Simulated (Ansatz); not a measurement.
**fcc Cu (1 1 1) on zinc-blende BN (1 1 1) (film strained to the substrate, started from cuts of the bulks and a machine-learned relaxation)**

A periodic stack without vacuum, fcc Cu (1 1 1) on zinc-blende BN (1 1 1) (film strained to the substrate, started from cuts of the bulks and a machine-learned relaxation): substrate slab B7N7, film Cu5, surface cells [[0, -1], [1, -1]] and [[0, -1], [1, -1]], film strained by -0.1 and -0.1 %, outermost planes B/N and Cu/Cu as cut, which need not be the usual terminations and can put a slab off its formula.

The start was prepared with a machine-learned potential, and the result is one local minimum, with the in-plane cell held and forces under 0.04 eV/Å; the film can end far from its bulk form.

Level of theory: PBE (plane waves to 420 eV, PAW; Ansatz, a first-principles code). No spin–orbit coupling; the runs are not spin-polarised; PBE gaps are too small against experiment. Its k-point mesh 14×14×1, Fermi–Dirac width 0.05 eV.

* **interface area**: 5.7 Å²
* **period**: 25.39 Å
* **gaps between the outermost planes at the two interfaces**: 1.99 and 1.93 Å
* **B–Cu contacts across the interfaces within 1.22 times the sum of covalent radii**: 3, mean 2.43 Å
* **Cu–N contacts across the interfaces within 1.22 times the sum of covalent radii**: 2, mean 2.21 Å

```yaml
crystal:
  lattice:
    - [2.56240, -0.00061, -0.06310]
    - [1.28059, 2.21895, -0.07870]
    - [-1.91040, -0.91231, 25.46578]
  atoms:
    - { symbol: B, position: [0.84648, 0.90427, 0.03766] }
    - { symbol: B, position: [0.23535, 0.29246, 0.12110] }
    - { symbol: B, position: [0.62363, 0.68004, 0.20375] }
    - { symbol: B, position: [0.01186, 0.06774, 0.28644] }
    - { symbol: B, position: [0.40006, 0.45551, 0.36913] }
    - { symbol: B, position: [0.78828, 0.84340, 0.45193] }
    - { symbol: B, position: [0.17709, 0.23199, 0.53561] }
    - { symbol: N, position: [0.19330, 0.25073, 0.05790] }
    - { symbol: N, position: [0.58181, 0.63874, 0.14092] }
    - { symbol: N, position: [0.97018, 0.02644, 0.22366] }
    - { symbol: N, position: [0.35840, 0.41416, 0.30634] }
    - { symbol: N, position: [0.74659, 0.80192, 0.38901] }
    - { symbol: N, position: [0.13465, 0.18964, 0.47159] }
    - { symbol: N, position: [0.52219, 0.57708, 0.55339] }
    - { symbol: Cu, position: [0.57345, 0.63130, 0.63161] }
    - { symbol: Cu, position: [0.95981, 0.01990, 0.71305] }
    - { symbol: Cu, position: [0.34842, 0.40935, 0.79577] }
    - { symbol: Cu, position: [0.73760, 0.79877, 0.87755] }
    - { symbol: Cu, position: [0.12712, 0.18817, 0.96174] }
```
